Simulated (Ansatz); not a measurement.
For CsCl-type CuZn, PBEsol in Ansatz (plane waves, PAW) gives:

```
Item                                     Result
-------------------------------  --------------
equilibrium lattice constant a          2.909 Å
bulk modulus B0                         137 GPa
cohesive energy                    2.93 eV/atom
zone-centre TO phonon frequency        210 cm⁻¹
elastic constant C11                    148 GPa
elastic constant C44                   96.4 GPa
polycrystal shear modulus              40.2 GPa
formation enthalpy               -0.103 eV/atom
```

Task: What does r²SCAN (Ansatz, an electronic-structure program, PAW) give for the same quantities?

Result: 
- lattice constant a: 2.919 Å (rises by 0.3 %)
- bulk modulus: 134 GPa (drops by 2.2 %)
- cohesive energy: 2.79 eV/atom (falls by 0.14 eV/atom)
- zone-centre TO phonon frequency: 208 cm⁻¹ (hardly moves)
- elastic constant C11: 147 GPa (hardly moves)
- elastic constant C44: 96.2 GPa (stays essentially unchanged)
- Voigt–Reuss–Hill shear modulus: 41.6 GPa (rises by 3.5 %)
- formation enthalpy: -0.108 eV/atom (moves by -0.005 eV/atom)

For comparison: lattice constant a 2.958 Å (measured, temperature not stated, not corrected to a static lattice; as tabulated in First-Principles Study on the Electrical and Thermal Conductivities of Cu–Zn …); bulk modulus 116 GPa (measured, temperature not stated, not corrected to a static lattice; as tabulated in Nepal et al. (2020), arXiv:2007.11150); formation enthalpy -0.124 eV/atom (measured, temperature not stated, not corrected to a static lattice; as tabulated in Nepal et al. (2020), arXiv:2007.11150).

Changes are worked out from the printed values.

Unless a cell is named, each level is at its own relaxed cell (PBEsol 12.30, r²SCAN 12.44 Å³/atom).

Ansatz's density-functional and Hartree–Fock values are scalar-relativistic unless marked +SOC, with PAW data made under PBE.
